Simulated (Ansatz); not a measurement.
System: BGeCN (model structure, started from the AlSiCN type, R3m, No. 160, 4 atoms in the cell). Method: r²SCAN (Ansatz, a quantum-chemistry and plane-wave program, plane waves, PAW).

Settings: plane-wave cutoff 560 eV, 20×20×20 k mesh, Fermi–Dirac smearing 0.05 eV, scalar-relativistic PAW data made under PBE.

Cell (relaxed at this level):

```cif
data_CBGeN
_chemical_formula_sum 'B1 N1 Ge1 C1'
_space_group_name_H-M_alt 'P 1'
_space_group_IT_number 1
_cell_length_a 5.07753
_cell_length_b 5.07753
_cell_length_c 5.07753
_cell_angle_alpha 33.475
_cell_angle_beta 33.475
_cell_angle_gamma 33.475
loop_
_space_group_symop_operation_xyz
  'x, y, z'
loop_
_atom_site_label
_atom_site_type_symbol
_atom_site_fract_x
_atom_site_fract_y
_atom_site_fract_z
_atom_site_occupancy
B1 B 0.00278 0.00278 0.00278 1
N1 N 0.88720 0.88720 0.88720 1
Ge1 Ge 0.49578 0.49578 0.49578 1
C1 C 0.36421 0.36421 0.36421 1
```

Question: Give the computed band gap and smallest direct gap on the k points sampled.

Answer: 
band gap: 0.79 eV (indirect)
smallest direct gap on the k points sampled: 1.64 eV

Note: the relaxation could raise the start's symmetry but not lower it, so the cell can be a saddle point.

Spin–orbit coupling is not included.

Computed values are for the static lattice.

A model structure was made by putting elements into a prototype or built by hand; it is no filed structure, need not be a known phase, and can be a saddle point held by its symmetry.
